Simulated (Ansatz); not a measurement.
# A computed series for hypothetical zinc blende NaCl: pressure series

Start from NaCl in the zinc blende structure (space group F-43m, No. 216; a = 6.254 Å; a hypothetical phase, not in the database extracts checked).

Cell and atoms are relaxed at each pressure.

Method: PBE (Ansatz, an electronic-structure program), no SOC.

```tsv
pressure (GPa)	volume per atom (Å³/atom)
-2	36.478
-1	32.786
0	30.575
0.9	29.141
2.1	?
4.5	25.558
9	23.037
22.5	19.167
30	17.914
```

Question: Fit the third-order Birch–Murnaghan form P(V) = (3B₀/2)[(V₀/V)^(7/3) − (V₀/V)^(5/3)]·[1 + (3/4)(B₀′ − 4)((V₀/V)^(2/3) − 1)] (squares taken in P) to the rows shown and predict the withheld row.

Answer: Least squares on the printed values gives V₀ = 30.588 Å³/atom, B₀ = 16.9 GPa, B₀′ = 4.4; this predicts 27.682 Å³/atom, and the run gives 27.665 Å³/atom, 0.017 lower.

Load acts through the strain it causes; cell and atoms are relaxed under it. Stability against distortions was not tested. Competing high-pressure phases were not computed.
